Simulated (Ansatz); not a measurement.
The reference is MgO in the rock salt structure (space group Fm-3m, No. 225; a = 4.2149 Å). Axes: x, y, z lie along the cube axes.

Calculations: PBEsol in Ansatz (plane waves to 420 eV, PAW, no spin-orbit coupling), earlier PAW set.

Before the change:

| Property | Result |
|---|---|
| Pressure | 0.00 GPa |
| Band gap | 4.62 eV |
| Valence-band top at Γ | 0.00, 0.00, 0.00 eV |
| Gap character | direct at Γ |

Perturbation: tensor shear ε_xy = +3.74 % (engineering shear γ = 0.0748); the atoms relax in the strained cell.

Task: Predict the new energy relative to the base, pressure, band gap, valence-band top at Γ and gap character.

Result: The energy rises by 24 meV/atom; the pressure (mean of the normal stresses, compression positive) goes from zero to 0.28 GPa; the band gap drops by 0.35 eV, from 4.62 eV to 4.27 eV; the valence-band top at Γ (three highest levels, from the VBM) changes from 0.00, 0.00, 0.00 eV to 0.00, -0.32, -0.56 eV; the gap character is still direct at Γ.

Whether these cells are dynamically stable was not tested. k-point labels follow each cell's own Brillouin zone.

Ansatz is a program for electronic structure.
